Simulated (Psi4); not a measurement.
Psi4 1.11, WB97X/def2-svp: Zn(NMe2)(SH)(NH3)2 (C[N](C)[Zn](<-[NH3])(<-[NH3])[SH]), 20 atoms. The geometry is a generated start, not checked to be a minimum at this level.

```yaml
task: energy
method: wb97x
basis: def2-svp
memory: 3 GB
maxiter: 100
keys_of_the_molecule_block: symmetry c1
scf_type: df (default)
e_convergence: 1e-06 (default)
d_convergence: 1e-06 (default)
dft_radial_points: 75 (default)
dft_spherical_points: 302 (default)
basis_functions: 184
grid_points: 424652
```

```xyz
20

Zn     0.2114    -0.4391     0.7362
N     -0.6317     1.0020    -0.1495
C     -1.6126     1.8479     0.4880
C     -0.9529     0.8338    -1.5435
H     -1.6344     2.8299    -0.0075
H     -2.6350     1.4361     0.4399
H     -1.3518     1.9996     1.5334
H     -1.9375     0.3613    -1.7095
H     -0.9786     1.8130    -2.0420
H     -0.1924     0.2237    -2.0279
S      0.8524    -1.1660     2.8446
H      0.4512    -0.0808     3.4795
N      2.3489    -0.0416     0.0036
H      2.9857    -0.3097     0.7459
H      2.3708     0.9687    -0.0705
H      2.7011    -0.4205    -0.8671
N      0.0199    -2.4609    -0.3622
H     -0.6115    -3.0387     0.1821
H      0.9211    -2.9238    -0.3585
H     -0.3241    -2.4348    -1.3150
```

Charge 0 and multiplicity 1 are set for this test and not shown to be the ground state.

With the defaults (diis = true, scf_initial_accelerator = adiis, damping_percentage = 0, soscf = false, soscf_start_convergence = 0.01, guess = auto, which took SAD, diis_max_vecs = 10, level_shift = 0, level_shift_cutoff = 0.01) it converges in 11 SCF iterations. One run each on 2 threads, with these changes:
- diis = false, scf_initial_accelerator = none, damping_percentage = 60
- guess = sap
- damping_percentage = 20
- guess = sapgau
- diis_max_vecs = 20
- soscf = true
- level_shift = 0.5, level_shift_cutoff = 0.001
- guess = modhuckel
- soscf = true, soscf_start_convergence = 0.1

Task: Name the settings that don't reach the solution of the defaults.

Result: No convergence: diis = false, scf_initial_accelerator = none, damping_percentage = 60 (the run ends without SCF convergence in 100 iterations). The rest reach the solution of the defaults.

```csv
setting,SCF iterations,JK calls,end
soscf = true,8,29,same solution
guess = sapgau,10,10,same solution
the defaults,11,12,same solution
diis_max_vecs = 20,11,12,same solution
guess = modhuckel,12,41,same solution
"level_shift = 0.5, level_shift_cutoff = 0.001",12,13,same solution
"soscf = true, soscf_start_convergence = 0.1",13,49,same solution
guess = sap,13,13,same solution
damping_percentage = 20,20,21,same solution
"diis = false, scf_initial_accelerator = none, damping_percentage = 60",100,101,no convergence
```

An SOSCF iteration holds several JK calls; a Hückel guess adds calls on atoms. 1 further run of the study ended by our limits or in an error and is left out.
